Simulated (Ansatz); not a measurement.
# A computed series for Te: response to strain

The reference is Te (space group P3_121, No. 152; a = 4.624 Å, c = 5.903 Å; made of chains). Axes: x lies along a and z along c of the hexagonal cell.

Strains are applied to the cell and any free atomic positions relax; under biaxial strain the out-of-plane vector relaxes too.

Calculations: DFT with r2SCAN, PAW potentials and a 500 eV plane-wave cutoff in Ansatz (a first-principles code), no spin-orbit coupling.

Notes on the quantities. pressure: mean of the normal stresses, compression positive.

| case | electron mass | band gap | pressure | volume per atom | smallest direct gap |
|---|---|---|---|---|---|
| base | 0.089 mₑ along c, 0.11 mₑ across (at H) | 0.55 eV | 0.00 GPa | 36.44 Å³ | 0.60 eV |
| biaxial strain +0.61 %, plane normal [001], relaxed out of plane | ___ | 0.59 eV | -0.07 GPa | 36.77 Å³ | ___ |
| biaxial strain +1.64 %, plane normal [001], relaxed out of plane | 0.099 mₑ out of plane, 0.15 mₑ in plane (at H) | 0.68 eV | -0.16 GPa | 37.31 Å³ | 0.75 eV |
| biaxial strain +3.38 %, plane normal [001], relaxed out of plane | 0.11 mₑ out of plane, 0.18 mₑ in plane (at H) | 0.80 eV | -0.29 GPa | 38.26 Å³ | 0.91 eV |
| biaxial strain +3.71 %, plane normal [001], relaxed out of plane | 0.11 mₑ out of plane, 0.19 mₑ in plane (at H) | 0.83 eV | -0.31 GPa | 38.45 Å³ | 0.94 eV |
| isotropic strain −0.82 % | 0.086 mₑ along c, 0.11 mₑ across (at H) | 0.55 eV | 0.50 GPa | 35.55 Å³ | 0.60 eV |
| isotropic strain +2.50 % | 0.096 mₑ along c, 0.14 mₑ across (at H) | 0.51 eV | ___ | 39.24 Å³ | 0.56 eV |
| uniaxial strain ε_xx = −5.39 % | 0.16 mₑ along x, 0.15 mₑ along y, 0.10 mₑ along z (off the base's special points) | 0.48 eV | 1.06 GPa | 34.48 Å³ | 0.50 eV |
| uniaxial strain ε_zz = +1.05 % | 0.087 mₑ along z, 0.11 mₑ across (at H) | 0.48 eV | -0.32 GPa | 36.82 Å³ | 0.53 eV |
| tensor shear ε_yz = +1.05 % | 0.12 mₑ along x, 0.11 mₑ along y, 0.088 mₑ along z (off the base's special points) | 0.49 eV | 0.02 GPa | 36.44 Å³ | 0.56 eV |

Question: Some entries are withheld; estimate them.

Answer: 
- biaxial strain +0.61 %, plane normal [001], relaxed out of plane, electron mass: 0.093 mₑ out of plane, 0.13 mₑ in plane (at H)
- biaxial strain +0.61 %, plane normal [001], relaxed out of plane, smallest direct gap: 0.65 eV
- isotropic strain +2.50 %, pressure: -1.18 GPa

Spin-orbit coupling, missing from the scalar runs, can matter with Te. Masses are band curvatures over ±0.01 Å⁻¹ around the edge. Stability against distortions was not tested. No dispersion term is included, though the crystal is made of layers, chains or molecules, so its spacings can come out too wide. Labels are those of the standard path for the cell's own space group.
